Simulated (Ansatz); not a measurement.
Model glasses of amorphous ZrO2, 62 to 67 atoms (Zr20O40 before any change). Each row is one cell at a composition chosen by hand, melted whole on the CHGNet potential with the anions pushed apart under 1.9 Å, quenched within some picoseconds, far faster than a real film, and relaxed with PBE, scalar-relativistic without spin-orbit coupling (plane waves to 420 eV, PAW; Ansatz, a quantum-chemistry and plane-wave program). Each is the lower in DFT energy of 2 quenches. Cycles of charging and discharging were tried on the cells ahead of these points, and a cell that came back lower was taken. The column on the box says what of it was relaxed with the atoms; held means as the quench left it. Cells that kept moments or hold spare charge are left out.

Formal charges balance in every cell, with the guest at the charge named. Neighbours are the O atoms within a cut-off of 1.2 times the sum of covalent radii (1.1 times for Ta, Y); the radius is Shannon's ionic radius for that charge at the coordination found, taken on a straight line between listed coordinations where the table lacks it, averaged where a cell holds several guest atoms. The coordination is that of the cell taken. The cells ran without spin polarisation.

| guest | change of the cell | box | cut-off (Å) | O neighbours | ionic radius (Å) | mean guest-O distance (Å) |
|---|---|---|---|---|---|---|
| B3+ | +2 B, +3 O | shape | 1.80 | 3, 4 | 0.06 | 1.43 |
| Be2+ | +1 Be, +1 O | shape | 1.94 | 4 | 0.27 | 1.62 |
| Ge4+ | +1 Ge, +2 O | shape | 2.23 | 6 | 0.53 | 1.92 |
| Zn2+ | +1 O, +1 Zn | volume and shape | 2.26 | 4 | 0.60 | 1.99 |
| Ta5+ | +5 O, +2 Ta | shape | 2.60 | 6, 6 | 0.64 | 2.02 |
| In3+ | +2 In, +3 O | shape | 2.50 | 5, 5 | 0.71 | withheld |
| Y3+ | +3 O, +2 Y | shape | 2.82 | 7, 8 | 0.99 | 2.40 |
| Sr2+ | +1 O, +1 Sr | shape | 3.13 | 8 | 1.26 | 2.67 |

**Question.** Fit a straight line of the last column on the one before it through the 7 full rows, and predict the withheld value for In3+.

**Answer.** Means: x = 0.621, y = 2.007. Slope = Σ(Δx Δy) / Σ(Δx²) = 1.0367 / 0.9915 = 1.046; intercept = 2.007 − (1.046) × 0.621 = 1.357 Å; r.m.s. residual 0.010 Å. Prediction: 1.357 + (1.046) × 0.71 = 2.10 Å. The run gave 2.18 Å, a miss of 0.08 Å, more than twice the residual.

**Question.** What would hard spheres give for this line?

**Answer.** A slope of 1 and an intercept at the radius of O2−, 1.35 Å for two neighbours to 1.40 Å for six in Shannon's table; the fit has 1.046 and 1.357 Å.
